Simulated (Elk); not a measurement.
Input and output of a self-consistent single point for MgAl₂C₂ (P-3m1, 5 atoms in the cell) (Elk).

Method of the run: PBEsol, all-electron FP-LAPW, Elk's shipped species files, LAPW+lo basis (Elk 10.2.4).

The change in words: lattice scaled by 0.98. Reference geometry:
```
CELL_PARAMETERS angstrom
      3.34691     0.00000     0.00000
     -1.67345     2.89851     0.00000
      0.00000     0.00000     5.74859
ATOMIC_POSITIONS crystal
  Mg 0.00000 0.00000 0.00000
  Al 0.66667 0.33333 0.35001
  Al 0.33333 0.66667 0.64999
  C  0.33333 0.66667 0.27008
  C  0.66667 0.33333 0.72992
```

Reference input (self-consistent single point, DFT, PBEsol, all-electron FP-LAPW, Elk's shipped species files, LAPW+lo basis): xctype = 22; rgkmax = 8; stype = 0; swidth = 0.0001 Ha; ngridk = 8 8 4; gmaxvr = 14 1/bohr; nxoapwlo = 1; rmtscf = 0.88; maxscl = 100. This run's input differs from it in these lines:

```diff
@@ -28,5 +28,5 @@
 avec
-    6.3247452078   -0.0000004850    0.0000000000
-   -3.1623721839    5.4773902650    0.0000000000
-    0.0000000000    0.0000000000   10.8632682617
+    6.1982507297   -0.0000004872    0.0000000000
+   -3.0991249430    5.3678428346    0.0000000000
+    0.0000000000    0.0000000000   10.6460026697
```

Output, abridged:

```
│ Self-consistent loop started │
│ Loop number : 1 │
 total energy                :     -764.752224114
│ Loop number : 2 │
 total energy                :     -764.684702001
RMS change in Kohn-Sham potential (target) :    3.161283350     (  0.1000000000E-05)
Absolute change in total energy (target)   :   0.6752211367E-01 (  0.1000000000E-03)
│ Loop number : 3 │
 total energy                :     -764.577029298
RMS change in Kohn-Sham potential (target) :    3.053413879     (  0.1000000000E-05)
Absolute change in total energy (target)   :   0.1245532313     (  0.1000000000E-03)
│ Loop number : 4 │
   [... lines left out ...]
Absolute change in total energy (target)   :   0.3732710101E-03 (  0.1000000000E-03)
│ Loop number : 14 │
 total energy                :     -760.569874217
RMS change in Kohn-Sham potential (target) :   0.2098760268E-05 (  0.1000000000E-05)
Absolute change in total energy (target)   :   0.1209303135E-03 (  0.1000000000E-03)
│ Loop number : 15 │
 total energy                :     -760.569852289
RMS change in Kohn-Sham potential (target) :   0.9562329372E-06 (  0.1000000000E-05)
Absolute change in total energy (target)   :   0.5216106558E-04 (  0.1000000000E-03)
Convergence targets achieved

│ Loop number : 16 │

Energies :
 Fermi                       :     0.297701082836
 total energy                :     -760.569846201

Density of states at Fermi energy :   0.8535435142E-05
 (states/Hartree/unit cell)

Estimated indirect band gap :   0.6796844615E-01
 from k-point      2 to k-point     15
Estimated direct band gap   :   0.1124371609
 at k-point     14

Charges :
 core                        :    14.00000000
 valence                     :    36.00000000
 interstitial                :    8.223736730
 muffin-tins (core leakage)
  species :    1 (Mg)
   atom    1                 :    10.29456536     (  0.2220446049E-15)
  species :    2 (Al)
   atom    1                 :    11.01474750     (  0.1998910633E-02)
   atom    2                 :    11.01474750     (  0.1998910633E-02)
  species :    3 (C)
   atom    1                 :    4.726101457     (  0.2514587129E-04)
   atom    2                 :    4.726101457     (  0.2514587129E-04)
 total in muffin-tins        :    41.77626327
 total calculated charge     :    49.98122551
 total charge                :    50.00000000
 error                       :   0.1877449438E-01

│ Self-consistent loop stopped │
```

The run converged in 16 iterations. The count includes the last loop, which Elk runs after its targets are met. Against the reference run the total energy goes up by 38.1 meV/atom and the gap on the mesh goes from 1.781 to 1.850 eV.

The starting cell comes from a database of computed structures (which also holds hypothetical and non-ambient phases and stackings), without a prior relaxation at this level. Its lattice was rescaled by a random factor within 2.5 % of one. For this run, on top of that: lattice scaled by 0.98. Values depend on the basis (sphere radii, cutoffs, local orbitals), which need not be converged.

Cost on one core of a shared machine: roughly 3 min.
